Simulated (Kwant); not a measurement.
Computed with Kwant: Hückel tight-binding model, one pz orbital an atom, one spin, coherent transport at 0 K. Conductance is in e²/h.

Model system: π system c1ccc2c(c1)[nH]c1ccccc12 between two chain leads. The π system is taken as planar. Atoms are numbered from 0 in the order of the SMILES. Site energies (eV, carbon 0): [0.0, 0.0, 0.0, 0.0, 0.0, 0.0, -3.6, 0.0, 0.0, 0.0, 0.0, 0.0, 0.0]. Bonds (i, j, β in eV): (0,1,-2.4) (1,2,-2.4) (2,3,-2.4) (3,4,-2.4) (4,5,-2.4) (4,6,-1.92) (6,7,-1.92) (7,8,-2.4) (8,9,-2.4) (9,10,-2.4) (10,11,-2.4) (11,12,-2.4) (5,0,-2.4) (12,7,-2.4) (12,3,-2.4). Leads: chains of hopping −3.6 eV, joined by −0.72 eV to atoms 0 and 2.

Site energies and bond integrals are typed Hückel values.

Sweep values stay those of the base run.

One input was changed, with this effect: transmission at E = 0 7.0e-6 → 0.0043.

Task: Which change was it?
(A) contacts moved from atoms [0, 2] to [2, 8]
(B) contacts moved from atoms [0, 2] to [5, 8]
(C) contacts moved from atoms [0, 2] to [0, 9]
(D) contacts moved from atoms [0, 2] to [2, 5]
(E) contacts moved from atoms [0, 2] to [1, 5]
(F) contacts moved from atoms [0, 2] to [2, 11]

Result: D, contacts moved from atoms [0, 2] to [2, 5]
